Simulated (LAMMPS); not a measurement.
An MD run on a free-standing liquid film of Si, 1800 atoms, at 2280 K.

All values are model results, not measurements: classical MD, pair style sw, file Si.sw, run in LAMMPS.

| z (Å) | number density (Å⁻³) |
|---|---|
| -27.79 | 0.0000 |
| -26.79 | 0.0003 |
| -25.79 | 0.0028 |
| -24.79 | 0.0152 |
| -23.79 | 0.0376 |
| -22.79 | 0.0517 |
| -21.78 | 0.0518 |
| -20.78 | 0.0531 |
| -19.78 | 0.0523 |
| -18.78 | 0.0522 |
| -17.78 | 0.0515 |
| -16.78 | 0.0527 |
| -15.77 | 0.0517 |
| -14.77 | 0.0526 |
| -13.77 | 0.0518 |
| -12.77 | 0.0525 |
| -11.77 | 0.0518 |
| -10.77 | 0.0517 |
| -9.770 | 0.0524 |
| -8.760 | 0.0517 |
| -7.760 | 0.0526 |
| -6.760 | 0.0524 |
| -5.760 | 0.0517 |
| -4.760 | 0.0530 |
| -3.760 | 0.0517 |
| -2.750 | 0.0522 |
| -1.750 | 0.0518 |
| -0.7500 | 0.0521 |
| 0.2500 | 0.0525 |
| 1.250 | 0.0521 |
| 2.250 | 0.0522 |
| 3.260 | 0.0522 |
| 4.260 | 0.0519 |
| 5.260 | 0.0521 |
| 6.260 | 0.0524 |
| 7.260 | 0.0518 |
| 8.260 | 0.0521 |
| 9.260 | 0.0519 |
| 10.27 | 0.0528 |
| 11.27 | 0.0519 |
| 12.27 | 0.0515 |
| 13.27 | 0.0528 |
| 14.27 | 0.0509 |
| 15.27 | 0.0533 |
| 16.28 | 0.0518 |
| 17.28 | 0.0518 |
| 18.28 | 0.0521 |
| 19.28 | 0.0526 |
| 20.28 | 0.0523 |
| 21.28 | 0.0521 |
| 22.28 | 0.0516 |
| 23.29 | 0.0366 |
| 24.29 | 0.0159 |
| 25.29 | 0.0036 |
| 26.29 | 0.0004 |
| 27.29 | 0.0000 |

Main features:
- number density in the middle: 0.0521 Å⁻³
